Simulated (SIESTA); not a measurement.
Band structure of NaMgNiO2 (R3m, 5 atoms in the cell).

```
CELL_PARAMETERS angstrom
      1.56379     0.90285     7.86718
     -1.56379     0.90285     7.86718
      0.00000    -1.80571     7.86718
ATOMIC_POSITIONS crystal
  Na 0.46957 0.46957 0.46957
  Mg 0.90736 0.90736 0.90736
  Ni 0.03370 0.03370 0.03370
  O  0.20879 0.20879 0.20879
  O  0.73771 0.73771 0.73771
```
Moments meant for the start (each program seeds them in its own way; μB, in the order of the atoms Na Mg Ni O O): 0.0 0.0 2.0 0.0 0.0.

Level of theory: LDA PW92, numerical atomic orbitals TZP, PseudoDojo LDA standard norm-conserving potentials (rewritten from UPF to PSML) in SIESTA.

Settings: XC.functional = LDA; XC.authors = PW92; potentials = PseudoDojo LDA standard; PAO.BasisSize = TZP; PAO.EnergyShift = 0.01 Ry; MeshCutoff = 350 Ry; kgrid.MonkhorstPack = 6 6 6; OccupationFunction = FD; ElectronicTemperature = 1160.45 K; Spin = polarized; DM.InitSpin = [1 +0.00, 2 +0.00, 3 +2.00, 4 +0.00, 5 +0.00]; MaxSCFIterations = 150; SCF.Mixer.Method = Pulay; SCF.Mixer.Weight = 0.1.

The starting cell comes from a database of computed structures (which also holds hypothetical and non-ambient phases and stackings), without a prior relaxation at this level. With one magnetic atom in the cell only a parallel order is possible. Values carry the incompleteness of an atom-centred basis.

Levels in eV from the Fermi level, bands 22 to 27 of the first spin channel:
| point | 22 | 23 | 24 | 25 | 26 | 27 |
|---|---|---|---|---|---|---|
| Γ | -1.73 | -1.73 | -0.71 | -0.13 | -0.13 | 2.78 |
| L | -1.89 | -1.59 | -1.30 | -0.72 | 1.88 | 3.36 |
| B1 | -1.90 | -1.89 | -1.03 | -0.91 | 2.88 | 4.37 |
| B | -1.90 | -1.89 | -1.03 | -0.91 | 2.88 | 4.37 |
| Z | -1.73 | -1.73 | -0.27 | -0.13 | -0.13 | 1.42 |
| X | -1.90 | -1.89 | -1.02 | -0.92 | 2.90 | 4.36 |
| Q | -1.90 | -1.89 | -1.02 | -0.92 | 2.90 | 4.36 |
| F | -1.87 | -1.59 | -1.30 | -0.72 | 1.75 | 3.08 |
| P1 | -1.87 | -1.59 | -1.30 | -0.72 | 1.76 | 3.17 |
| P | -1.87 | -1.59 | -1.30 | -0.72 | 1.76 | 3.17 |

Bands cross the Fermi level along this path, so the cell is metallic at this level.

Higher empty bands are left out: an atom-centred basis made for the valence describes them poorly.

The net moment of the cell came out as 1.27 μB.
